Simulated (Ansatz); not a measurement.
Ru under a change: pressure −2 GPa

Base system: Ru in the hcp (Mg type) structure (space group P6_3/mmc, No. 194; a = 2.692 Å, c = 4.246 Å).

It is then changed as follows: hydrostatic tension (pressure −2 GPa).

All numbers come from Ansatz (an electronic-structure program), PBEsol, PAW, cutoff 420 eV, no spin-orbit coupling. Γ-centred 20×20×11 mesh, Fermi–Dirac width 0.05 eV.

* **Volume per atom**: 13.40 Å³ (base 13.32 Å³)
* **Shortest interatomic distance**: 2.636 Å (base 2.631 Å)
* **Enthalpy H = E + PV relative to the base's energy**: -0.17 eV/atom
* **Band gap**: zero (base zero)

Load acts through the strain it causes; cell and atoms are relaxed under it. No phonon test of stability was made. All final runs are without spin polarisation.
